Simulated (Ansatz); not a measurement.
Rock-salt LaS, treated with r²SCAN+rVV10 (plane waves, PAW; Ansatz, a quantum-chemistry and plane-wave program).

Settings: plane-wave cutoff 560 eV, 16×16×16 k mesh, Fermi–Dirac smearing 0.05 eV, scalar-relativistic PAW data made under PBE.

Pressure at four volumes; x = ln(V/25.237 Å³). One pressure is withheld.

```json
[
 {"V (Å³/atom)": "23.723", "x": "-0.0619", "P (GPa)": "?"},
 {"V (Å³/atom)": "24.228", "x": "-0.0408", "P (GPa)": "3.90"},
 {"V (Å³/atom)": "25.237", "x": "0.0000", "P (GPa)": "0.00"},
 {"V (Å³/atom)": "26.751", "x": "0.0583", "P (GPa)": "-4.46"}
]
```

Pass a parabola P(x) through the three rows shown, estimate the bulk modulus and its pressure derivative near zero pressure, and predict the withheld pressure.

Slopes between the rows: (0.00 − (3.90))/(0.0000 − (-0.0408)) = -95.59 and (-4.46 − (0.00))/(0.0583 − (0.0000)) = -76.50 GPa. Their difference over the span 0.0991 is c = 19.09/0.0991 = 192.6 GPa, so P(x) = 3.90 + (-95.59)(x − (-0.0408)) + 192.6 (x − (-0.0408))(x − (0.0000)). At the middle row B = −dP/dx = −[-95.59 + 192.6 × 0.0408] = 87.7 GPa, and B′ = dB/dP = 2c/B = 4.4. At x = -0.0619 the parabola gives 6.17 GPa; the run gives 6.19 GPa. The Birch–Murnaghan fit to the energies at all volumes has B0 = 87.1 GPa and B′ = 4.4.

Note: the relaxation could not lower the start's symmetry, so the cell can be a saddle point above a distorted one.

Spin–orbit coupling is not included; it can open a gap where bands touch, and shift volumes and moduli.
